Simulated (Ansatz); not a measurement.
The parent structure is YN in the rock salt structure (space group Fm-3m, No. 225).

```yaml
crystal:
  lattice:
    - [0.00000, 2.42808, 2.42808]
    - [2.42808, 0.00000, 2.42808]
    - [2.42808, 2.42808, 0.00000]
  atoms:
    - { symbol: Y, position: [0.00000, 0.00000, 0.00000] }
    - { symbol: N, position: [0.50000, 0.50000, 0.50000] }
```

Cartesian axes are those of the cell as printed.

Computed with PBEsol, PAW, 420 eV (Ansatz, a program for electronic structure; no SOC).

Strains are applied to the cell and any free atomic positions relax; under biaxial strain the out-of-plane vector relaxes too.

One change was made to it. Results:

| quantity | base | after |
|---|---|---|
| volume per atom | 14.31 Å³ | 14.64 Å³ |
| band gap | 0.08 eV | zero |
| energy relative to the base (free energy F) | 0 meV/atom | +7.4 meV/atom |

Q: Which change produced these results?
A) biaxial strain −1.50 %, plane normal [001], relaxed out of plane
B) biaxial strain −0.50 %, plane normal [001], relaxed out of plane
C) biaxial strain +3.00 %, plane normal [001], relaxed out of plane
D) biaxial strain +2.00 %, plane normal [001], relaxed out of plane
E) biaxial strain +1.50 %, plane normal [001], relaxed out of plane

A: E, biaxial strain +1.50 %, plane normal [001], relaxed out of plane. For comparison, the volume per atom in the other runs: biaxial strain −1.50 %, plane normal [001], relaxed out of plane gives 13.99 Å³; biaxial strain −0.50 %, plane normal [001], relaxed out of plane gives 14.21 Å³; biaxial strain +3.00 %, plane normal [001], relaxed out of plane gives 14.98 Å³; biaxial strain +2.00 %, plane normal [001], relaxed out of plane gives 14.76 Å³.

A case with no gap was solved on a k-mesh chosen for an insulator, which is coarse for it. Whether these cells are dynamically stable was not tested. The final runs are not spin-polarised. Gaps under 0.05 eV, about the width of the smearing, are given as zero. A zero or small gap of YN can be the functional's error rather than a property of the material.
